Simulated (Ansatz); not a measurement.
Li, element substitutions

Consider Li in the bcc (W type) structure (space group Im-3m, No. 229; a = 3.477 Å).

Each row replaces one element on all its sites; cell and atoms are relaxed.

Calculations: r2SCAN, PAW, 500 eV (Ansatz, an electronic-structure program; no spin-orbit coupling).

```
change      density  shortest interatomic distance
-------  ----------  -----------------------------
base     0.55 g/cm³                        3.012 Å
Li → B   2.98 g/cm³                        1.986 Å
Li → Cs  1.79 g/cm³                              –
Li → Mg  1.79 g/cm³                        3.082 Å
Li → Be  1.92 g/cm³                        2.165 Å
```

Stability against distortions was not tested. As relaxed here, B is a hypothetical phase, not in the database extracts checked. For Mg and Be in this form, whether it has been made was not checked. All final runs are without spin polarisation. This is not the structure that Mg has at room temperature and ambient pressure. This is not the structure that Be has at room temperature and ambient pressure.
